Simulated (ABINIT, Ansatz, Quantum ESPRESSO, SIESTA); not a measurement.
## HfC (Fm-3m, 2 atoms in the cell) computed with different codes at matched settings

Self-consistent single point.

```
CELL_PARAMETERS angstrom
      0.00000     2.30602     2.30602
      2.30602     0.00000     2.30602
      2.30602     2.30602     0.00000
ATOMIC_POSITIONS crystal
  Hf 0.00000 0.00000 0.00000
  C  0.50000 0.50000 0.50000
```

Shared settings, as Ansatz (a quantum-chemistry and plane-wave program) writes them: kpoints.mp_grid.grid = 10 10 10; scf.occupations.method = fermi_dirac; scf.occupations.width = 0.05 eV. Potentials and cutoffs stand in the table.

| code | model | pressure (GPa) | cutoff |
|---|---|---|---|
| SIESTA | GGA PBEsol, numerical atomic orbitals DZP, PseudoDojo PBEsol standard norm-conserving potentials (rewritten from UPF to PSML) | 1.27 | grid 300 Ry |
| ABINIT | PBEsol, PAW (JTH v2.0 PBE PAW, files made for PBE) | -0.78 | 42 Ry |
| Quantum ESPRESSO | PBEsol, PSlibrary ultrasoft (PBE) pseudopotentials | -3.65 | 55 Ry |
| Ansatz | PBEsol, PAW files made with PBE | -0.96 | 420 eV |

On Ansatz's run: spin-orbit coupling is off.

The spread over the programs that give each value: pressure within 4.92 GPa.

SIESTA uses small atom-centred bases, whose incompleteness enters pressures, forces and empty levels differently from a plane-wave cutoff. Ansatz's pressure is given at a fixed set of plane waves, as the other plane-wave codes print theirs; with its correction for the finite basis it is -0.77 GPa. In the pressure, SIESTA (by 2.23) and Quantum ESPRESSO (by 2.69) lie more than 1 GPa from the median of the plane-wave programs.

The starting cell comes from a database of computed structures (which also holds hypothetical and non-ambient phases and stackings), without a prior relaxation at this level. Its lattice was rescaled by a random factor within 2.5 % of one.

Left out of this page: GPAW, Elk and FLEUR (not drawn, or without a comparable value).

Keys are those of Ansatz 0.2.
